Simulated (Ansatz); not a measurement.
The parent structure is TiAl (space group P4/mmm, No. 123; a = 2.813 Å, c = 4.062 Å; relaxed with 0.1 eV smearing). Axes: x, y, z lie along a, b, c of the conventional cell.

Calculations: Ansatz (an electronic-structure program), r2SCAN, PAW, cutoff 500 eV, no spin-orbit coupling.

The change: an isotropic linear strain of +2.00 %; the atoms relax in the strained cell.

**Question.** Predict the stress tensor and what it implies for the stiffness.

**Answer.** Stress of the strained cell less that of the base (GPa, compression positive):
```
   -6.4     0.0     0.0
    0.0    -6.4     0.0
    0.0     0.0    -6.4
```

Then B = −ΔP/(ΔV/V₀) with ΔV/V₀ = 0.0612 gives secant stiffness values (nonlinear terms included at this strain): B (at held cell shape, above the free-shape value) ≈ 104 GPa.

As a check, the harmonic strain energy −½ V₀ Δσ:ε is 19 meV/atom; the computed energy rise is 21 meV/atom.

No phonon test of stability was made. The final runs are not spin-polarised.
